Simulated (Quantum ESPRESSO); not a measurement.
## Variants of one calculation on Li3Co (I4/mmm, 4 atoms in the cell)

```
CELL_PARAMETERS angstrom
     -1.90585     1.90585     3.87656
      1.90585    -1.90585     3.87656
      1.90585     1.90585    -3.87656
ATOMIC_POSITIONS crystal
  Li 0.75000 0.25000 0.50000
  Li 0.25000 0.75000 0.50000
  Li 0.50000 0.50000 0.00000
  Co 0.00000 0.00000 0.00000
```
Moments meant for the start (each program seeds them in its own way; μB, in the order of the atoms Li Li Li Co): 0.0 0.0 0.0 3.0.

Base run A: PBEsol, GBRV 1.5 ultrasoft (PBESOL) pseudopotentials in Quantum ESPRESSO, self-consistent single point.

Its settings: ecutwfc = 50 Ry; ecutrho = 400 Ry; occupations = smearing; smearing = gaussian; degauss = 0.0099958 Ry; nspin = 2; potentials = {Li: li_pbesol_v1.4.uspp.F.UPF, Co: co_pbesol_v1.2.uspp.F.UPF}; K_POINTS = automatic 7 7 7 0 0 0; conv_thr = 1e-09 Ry; mixing_beta = 0.3.

The starting cell comes from a database of computed structures (which also holds hypothetical and non-ambient phases and stackings), without a prior relaxation at this level. With one magnetic atom in the cell only a parallel order is possible.

ΔF is the free energy per atom less that of run A. 

Runs:
- B: lattice scaled by 0.985; ecutwfc: 50 Ry → 30 Ry; ecutrho: 400 Ry → 240 Ry
- C: conv_thr: 1e-09 Ry → 7.3e-14 Ry
- D: ecutwfc: 50 Ry → 25 Ry; ecutrho: 400 Ry → 200 Ry
- E: smearing: gaussian → fermi-dirac; degauss: 0.0099958 Ry → 0.0036749 Ry
- F: K_POINTS: automatic 7 7 7 0 0 0 → automatic 6 6 6 1 1 1

```json
[
 {"run": "A", "ΔF (meV/atom)": "0.00", "pressure (GPa)": "-1.07", "size of the net moment (μB/atom)": "0.27", "k-points": "40"},
 {"run": "B", "ΔF (meV/atom)": "149.1", "pressure (GPa)": "-15.58", "size of the net moment (μB/atom)": "0.26", "k-points": "40"},
 {"run": "C", "ΔF (meV/atom)": "0.00", "pressure (GPa)": "-1.06", "size of the net moment (μB/atom)": "0.27", "k-points": "40"},
 {"run": "D", "ΔF (meV/atom)": "1136.4", "pressure (GPa)": "-80.90", "size of the net moment (μB/atom)": "0.26", "k-points": "40"},
 {"run": "E", "ΔF (meV/atom)": "0.93", "pressure (GPa)": "-1.08", "size of the net moment (μB/atom)": "0.27", "k-points": "40"},
 {"run": "F", "ΔF (meV/atom)": "0.35", "pressure (GPa)": "-0.98", "size of the net moment (μB/atom)": "0.29", "k-points": "28"}
]
```

Run B against A: The free energy rises by 149 meV/atom, the pressure goes from -1.07 to -15.58 GPa and the size of the net moment moves little (0.27 to 0.26 μB/atom).

Run D against A: The free energy rises by 1.14 eV/atom, the pressure goes from -1.07 to -80.90 GPa and the size of the net moment hardly changes (0.27 to 0.26 μB/atom).
